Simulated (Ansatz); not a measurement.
Take Lu in the hcp (Mg type) structure (space group P6_3/mmc, No. 194) as the base.

```yaml
crystal:
  lattice:
    - [3.44514, 0.00000, 0.00000]
    - [-1.72257, 2.98358, 0.00000]
    - [0.00000, 0.00000, 5.34885]
  atoms:
    - { symbol: Lu, position: [0.33333, 0.66667, 0.75000] }
    - { symbol: Lu, position: [0.66667, 0.33333, 0.25000] }
```

Level of theory: Kohn–Sham DFT with the PBEsol functional, run in Ansatz (a program for electronic structure) with PAW and 420 eV plane waves, without spin-orbit coupling.

Before the change:

- Lattice parameter a = 6.510 bohr

Now apply this change: cell and atoms relaxed at a pressure of 0.7 GPa.

### Question
What does the calculation give for the lattice parameter a after the change?

### Answer
The lattice parameter a falls by 0.0288 bohr, from 6.510 bohr to 6.482 bohr.

Load acts through the strain it causes; cell and atoms are relaxed under it. No phonon test of stability was made.
